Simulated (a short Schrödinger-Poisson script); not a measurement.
Stack: gated Al0.4Ga0.6N/GaN polarisation-induced gas, at 300 K.

```
layer     material  thickness (nm)  Na (cm⁻³)
-----  -----------  --------------  ---------
1      Al0.4Ga0.6N              30          -
2              GaN            6000       3e15
```

The device is made up for the run: typed textbook-type constants, with dimensions and the other settings drawn at random. Al0.4Ga0.6N: permittivity 9.26, conduction-band edge (eV) 0.58, gap (eV) 4.258, electron mass (mₑ) 0.248, Nv at 300 K (cm⁻³) 4.6e19. GaN: permittivity 9.5, conduction-band edge (eV) 0, gap (eV) 3.43, Nv at 300 K (cm⁻³) 4.6e19.

Channel valleys (confinement mass, in-plane density-of-states mass, number): Γ 0.2, 0.2, 1. At the gate the conduction-band edge of layer 1 lies 1.36 eV − eVg above the Fermi level of the channel; the field vanishes at the back. Sheet of polarisation charge: +2e13 e/cm² at 30 nm from the gate. The barrier under the gate holds no holes. Gaps are held at their typed values at every temperature. Mesh 0.08 nm at interfaces.

Solved with a short Schrödinger-Poisson script written for these runs: 1D Poisson equation in equilibrium, electrons quantum, Hartree (BenDaniel-Duke, 40 states a valley, the channel's in-plane mass for all, wave functions free to enter the barrier), parabolic valleys, classical holes, full ionisation, no traps, pinning or gate leakage.

The same stack at other levels of the model or other numerical settings:

| run | sheet density of all electrons at Vg = 0.5 V (cm⁻²) | sheet density of all electrons at Vg = -6.5 V (cm⁻²) | capacitance at Vg = 0.5 V (μF/cm²) | centroid of the channel electrons at Vg = 0.5 V (nm) | rough cost against the base |
|---|---|---|---|---|---|
| base | 1.83e13 | 6.77e12 | 0.268 | 1.68 | about 1 |
| electrons treated as classical, Boltzmann | 1.89e13 | 7.06e12 | 0.272 | 0.54 | 0.02 |
| electrons treated as classical, Fermi-Dirac | 1.83e13 | 6.85e12 | 0.265 | 1.50 | 0.08 |
| electrons treated as quantum, Hartree plus LDA exchange-correlation | 1.84e13 | 6.84e12 | 0.267 | 1.55 | 2 |
| mesh six times as coarse | 1.83e13 | 6.77e12 | 0.268 | 1.62 | 0.3 |
| one subband a valley | 1.83e13 | 6.75e12 | 0.266 | 1.26 | 0.4 |

The classical rows ignore confinement, and Boltzmann statistics overrate the density once the band edge passes the Fermi level.
